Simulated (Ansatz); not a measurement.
We consider Cd2P3Cl (C2/c, No. 15; cell taken from a computed entry), described by HSE06+SOC (plane waves, PAW; Ansatz, an electronic-structure program).

Run with plane-wave cutoff 460 eV, 4×4×4 k mesh, Fermi–Dirac smearing 0.01 eV, PAW data made under PBE.

Cell (relaxed with PBEsol):

```
Cd2ClP3
1.0
    3.97666    -4.48529    -0.00945
    3.97666     4.48529    -0.00945
   -1.39568     0.00000     7.37662
Cd P Cl
4 6 2
Cartesian
  5.49847   1.37767   2.12294
  1.05918  -1.37767   5.23479
  1.75702   1.37767   1.54648
  4.80063  -1.37767   5.81125
  2.99214  -0.41174   0.23043
  3.56551   0.41174   7.12729
  4.26335  -0.41174   3.43898
  2.29430   0.41174   3.91874
  3.62774  -1.77265   1.83471
  2.92991   1.77265   5.52302
  3.62774   3.26433   1.83471
  2.92991  -3.26433   5.52302
```

Task: Estimate the band gap, smallest direct gap on the k points sampled and Γ–Γ gap that the calculation returns.

Result: 
- band gap: 2.09 eV (indirect)
- smallest direct gap on the k points sampled: 2.32 eV
- Γ–Γ gap: 3.53 eV

Note: cell and atoms aren't relaxed at this level (largest force component 0.24 eV/Å, pressure 1.8 GPa).

Cost on a shared machine: around 60 core-minutes (rough).
